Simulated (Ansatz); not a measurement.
```
HfO2
1.0
    3.48686     0.00000     0.00000
    0.00000     3.48686     0.00000
    0.00000     0.00000     5.17186
Hf O
2 4
Direct
  0.50000   0.50000   0.50000
  0.00000   0.00000   0.00000
  0.00000   0.50000   0.69721
  0.00000   0.50000   0.19721
  0.50000   0.00000   0.80279
  0.50000   0.00000   0.30279
```

Space group of this cell: P4_2/nmc. The cell is strained (lengths across the current scaled by 0.98, ions clamped); by r2SCAN its mean pressure is 16.8 GPa.

Transport runs along the normal of the first two printed cell vectors, the (001) (indices of the unstrained crystal) plane of the conventional cell.

The gap is the functional's own, uncorrected, and κ follows it; spin-orbit coupling is left out. Mid-gap values are interpolated between the computed energies.

Question: Give the band gap and the smallest decay constant κ at mid-gap that r2SCAN in Ansatz (a program for electronic structure) yields.

Answer: Gap 5.41 eV on a 10×10×6 mesh; κ = 0.393 1/Å, at the zone centre.
